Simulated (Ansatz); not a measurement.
Effect of Rh → Ir on Rh

Start from Rh in the fcc (Cu type) structure (space group Fm-3m, No. 225; a = 3.7800 Å).

One thing is altered: every Rh is replaced by Ir, then cell and atoms are relaxed.

All numbers come from PBEsol (Ansatz, an electronic-structure program, PAW, spin-orbit coupling left out). Γ-centred 21×21×21 mesh, Fermi–Dirac width 0.05 eV.

```json
[
 {"quantity": "volume per atom", "base": "13.50 Å³", "changed": "14.05 Å³", "shift": "+0.55 Å³"},
 {"quantity": "density", "base": "12.66 g/cm³", "changed": "22.72 g/cm³", "shift": "+10.06 g/cm³"},
 {"quantity": "lattice parameter a", "base": "3.780 Å", "changed": "3.830 Å", "shift": "+0.050 Å"},
 {"quantity": "space group", "base": "Fm-3m (No. 225)", "changed": "Fm-3m (No. 225)", "shift": "–"},
 {"quantity": "band gap", "base": "zero", "changed": "zero", "shift": "–"}
]
```

Whether these cells are dynamically stable was not tested. All final runs are without spin polarisation.
